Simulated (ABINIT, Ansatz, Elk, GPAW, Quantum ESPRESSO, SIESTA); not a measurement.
# Code comparison for TiAu (Pmma, 4 atoms in the cell)

Self-consistent single point.

```xyz
4
Lattice="4.5417 0.0000 0.0000 0.0000 2.9082 0.0000 0.0000 0.0000 4.8688" Properties=species:S:1:pos:R:3 pbc="T T T"
Ti     1.1354     0.0000     3.9934
Ti     3.4063     0.0000     0.8755
Au     1.1354     1.4541     1.5780
Au     3.4063     1.4541     3.2908
```
Moments meant for the start (each program seeds them in its own way; μB, in the order of the atoms Ti Ti Au Au): 1.0 1.0 0.0 0.0.

All programs got the same cell, k-point mesh and kind of occupations, and the same starting moments (in Ansatz's words: kpoints.mp_grid.grid = 5 7 4; magnetization.spin_polarized = true; scf.occupations.method = fermi_dirac; scf.occupations.width = 0.05 eV); potentials, basis and cutoffs are each program's usual ones.

```tsv
code	model	pressure (GPa)	largest force (eV/Å)	size of the net moment (μB/atom)	k-points	cutoff
Elk	PBEsol, all-electron FP-LAPW, Elk's shipped species files, APW+lo basis with extra local orbitals	–	–	0.29	36	rgkmax 8
ABINIT	PBEsol, PAW (JTH v2.0 PBE PAW, files made for PBE)	2.55	0.177	0.31	36	816 eV
GPAW	PBEsol, GPAW PAW datasets PBEsol (made by gpaw-setup)	3.39	0.168	0.31	36	800 eV
Quantum ESPRESSO	PBEsol, GBRV 1.5 ultrasoft (PBESOL) pseudopotentials	1.93	0.184	0.30	36	50 Ry
Ansatz	PBEsol, PAW files made with PBE	2.12	0.177	0.31	36	default
SIESTA	GGA PBEsol, numerical atomic orbitals DZP, PseudoDojo PBEsol standard norm-conserving potentials (rewritten from UPF to PSML)	0.23	0.194	0.33	73	grid 350 Ry
```

Size of the force on each atom (eV/Å): Sizes of forces hide their directions.

| code | Ti1 | Ti2 | Au3 | Au4 |
|---|---|---|---|---|
| ABINIT | 0.177 | 0.177 | 0.133 | 0.133 |
| GPAW | 0.166 | 0.166 | 0.168 | 0.168 |
| Quantum ESPRESSO | 0.184 | 0.184 | 0.107 | 0.107 |
| Ansatz | 0.177 | 0.177 | 0.111 | 0.111 |
| SIESTA | 0.194 | 0.194 | 0.154 | 0.154 |

A dash marks a value that a program does not give, or that is left out as unsure.

The spread over the programs that give each value: pressure within 3.16 GPa; largest force within 0.026 eV/Å; size of the net moment within 0.04 μB/atom.

The starting cell comes from a database of computed structures (which also holds hypothetical and non-ambient phases and stackings), without a prior relaxation at this level. Its lattice was rescaled by a random factor within 2.5 % of one. On Ansatz's run: Spin-orbit coupling is off. The magnetic order is the one reached from the typed start; others were not searched systematically.

Task: Why do the programs differ, and what cannot be compared?

Result: Differences of this kind can come from the potentials, where these differ, and from what each basis and cutoff leave unconverged. The valence holds different numbers of electrons (ABINIT 46, GPAW 46, Quantum ESPRESSO 46, Ansatz (a quantum-chemistry and plane-wave program) 62, SIESTA 62). The zero of total energies and Fermi levels follows the potentials and each program's conventions, so they are not compared here. SIESTA uses small atom-centred bases, whose incompleteness enters pressures, forces and empty levels differently from a plane-wave cutoff. Elk treats all electrons, but the usual bases taken here (sphere radii, linearisation, local orbitals, empty states) were not tested for convergence, so the values are no reference for the others. Ansatz's pressure is given at a fixed set of plane waves, as the other plane-wave codes print theirs; with its correction for the finite basis it is 2.16 GPa. Site moments depend on each program's spheres or projections; the total moment of the cell does not. The programs reduce the same mesh by symmetry to different extents, which changes the work and not the result. In the pressure, GPAW (by 1.06) and SIESTA (by 2.11) lie more than 1 GPa from the median of the plane-wave programs.

Left out of this page: FLEUR (with a known weakness of the program).

Keys are those of Ansatz 0.2.
